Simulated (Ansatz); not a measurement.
Short convergence ladders for LaPt2 (R3m, 6 atoms in the cell)

```
CELL_PARAMETERS angstrom
      0.00000     3.89244     3.89244
      3.89244     0.00000     3.89244
      3.89244     3.89244     0.00000
ATOMIC_POSITIONS crystal
  La 0.50371 0.50371 0.50371
  La 0.75000 0.75000 0.75000
  Pt 0.12500 0.12500 0.12500
  Pt 0.62500 0.12500 0.12500
  Pt 0.12500 0.12500 0.62500
  Pt 0.12500 0.62500 0.12500
```

Base method: LDA (PW92), default PAW files made with PBE (plane waves; Ansatz, a quantum-chemistry and plane-wave program).

Base settings: basis.ecutwfc = 420 eV; kpoints.mp_grid.grid = 7 7 7; hamiltonian.xc = lda; hamiltonian.pseudopotentials = {kind: paw} (the program's default PAW files); scf.occupations.method = fermi_dirac; scf.occupations.width = 0.1 eV.

The count of work is k-points × plane waves × bands × iterations; it is no time. Core times come from one kind of shared machine, to one figure; runs under 30 s give none.

**The k-point mesh**

The second cell is the first with its lattice scaled by 0.98.

Only quantities that move along the ladder and can be compared are tabulated.

```csv
kpoints.mp_grid.grid,free energy less the last step's (meV/atom),energy of the compressed cell less the first (meV/atom),pressure (GPa),largest difference of a force vector from the last step's (eV/Å),count of work / last,core time / last (rough)
1 1 1,2166.86,108.19,9.31,0.241,0.0098,–
2 2 2,133.36,-10.34,-5.60,0.270,0.027,–
3 3 3,-0.99,-7.45,-5.79,0.101,0.041,–
5 5 5,-2.14,-5.83,-5.71,0.011,0.13,–
7 7 7,-0.27,-5.37,-5.66,0.003,0.30,0.3
8 8 8,-0.10,-5.60,-5.68,0.000,0.45,0.4
10 10 10,-0.03,-5.51,-5.67,0.000,0.79,0.7
11 11 11,0.00,-5.48,-5.67,0.000,1.0,1
```

Coarsest kpoints.mp_grid.grid that holds the pressure within 0.05 GPa of the last step, with all finer ones: 5 5 5, at 0.13 of the last step's count of work; the step before is off by 0.12 GPa.

Coarsest kpoints.mp_grid.grid that holds the free energy within 5 meV/atom of the last step, with all finer ones: 3 3 3, at 0.041 of the last step's count of work; the step before is off by 130 meV/atom.

Coarsest kpoints.mp_grid.grid that holds the energy of the compressed cell less the first within 0.2 meV/atom of the last step, with all finer ones: 7 7 7, at 0.30 of the last step's count of work and about 0.3 of the last step's time; the step before is off by 0.35 meV/atom.

The energy difference between the two cells stays within 1 meV/atom of the last step's from 5 5 5 on, the total only from 7 7 7 on: much of the error is common to both cells and cancels.

**The k-point mesh at a smearing width of 0.02 eV**

In this ladder: scf.occupations.width = 0.02 eV.

Only quantities that move along the ladder and can be compared are tabulated.

```tsv
kpoints.mp_grid.grid	free energy less the last step's (meV/atom)	pressure (GPa)	largest difference of a force vector from the last step's (eV/Å)	count of work / last	core time / last (rough)
3 3 3	12.80	-5.92	0.287	0.018	–
4 4 4	10.69	-6.03	0.121	0.027	–
5 5 5	-2.48	-5.76	0.062	0.039	–
7 7 7	-0.33	-5.62	0.017	0.090	–
10 10 10	-0.48	-5.68	0.002	0.24	0.2
14 14 14	-0.02	-5.67	0.003	0.59	0.5
17 17 17	0.00	-5.68	0.000	1.0	1
```

Coarsest kpoints.mp_grid.grid that holds the forces within 0.01 eV/Å of the last step, with all finer ones: 10 10 10, at 0.24 of the last step's count of work and about 0.2 of the last step's time; the step before is off by 0.017 eV/Å.

Coarsest kpoints.mp_grid.grid that holds the pressure within 0.05 GPa of the last step, with all finer ones: 10 10 10, at 0.24 of the last step's count of work and about 0.2 of the last step's time; the step before is off by 0.06 GPa.

Coarsest kpoints.mp_grid.grid that holds the free energy within 5 meV/atom of the last step, with all finer ones: 5 5 5, at 0.039 of the last step's count of work; the step before is off by 11 meV/atom.

**The k-point mesh at a smearing width of 0.3 eV**

In this ladder: scf.occupations.width = 0.3 eV.

Only quantities that move along the ladder and can be compared are tabulated.

| kpoints.mp_grid.grid | free energy less the last step's (meV/atom) | pressure (GPa) | largest difference of a force vector from the last step's (eV/Å) | count of work / last |
|---|---|---|---|---|
| 3 3 3 | -17.09 | -5.09 | 0.020 | 0.021 |
| 5 5 5 | -1.25 | -4.94 | 0.001 | 0.066 |
| 7 7 7 | -0.03 | -4.93 | 0.000 | 0.15 |
| 10 10 10 | 0.00 | -4.93 | 0.000 | 0.40 |
| 14 14 14 | 0.00 | -4.93 | 0.000 | 1.0 |

Coarsest kpoints.mp_grid.grid that holds the pressure within 0.1 GPa of the last step, with all finer ones: 5 5 5, at 0.066 of the last step's count of work; the step before is off by 0.16 GPa.

Coarsest kpoints.mp_grid.grid that holds the free energy within 2 meV/atom of the last step, with all finer ones: 5 5 5, at 0.066 of the last step's count of work; the step before is off by 17 meV/atom.

Coarsest kpoints.mp_grid.grid that holds the forces within 0.01 eV/Å of the last step, with all finer ones: 5 5 5, at 0.066 of the last step's count of work; the step before is off by 0.020 eV/Å.

On the base run: the starting cell comes from a database of computed structures (which also holds hypothetical and non-ambient phases and stackings), without a prior relaxation at this level. Its lattice was rescaled by up to half a per cent. One atom was moved a little off its site on purpose. Spin polarisation is off. In the base run, with a pressure of about -6 GPa the cell is away from its equilibrium volume at this level. Ansatz's pressure includes its estimate of the finite-basis (Pulay) stress.

Keys are those of Ansatz 0.2.
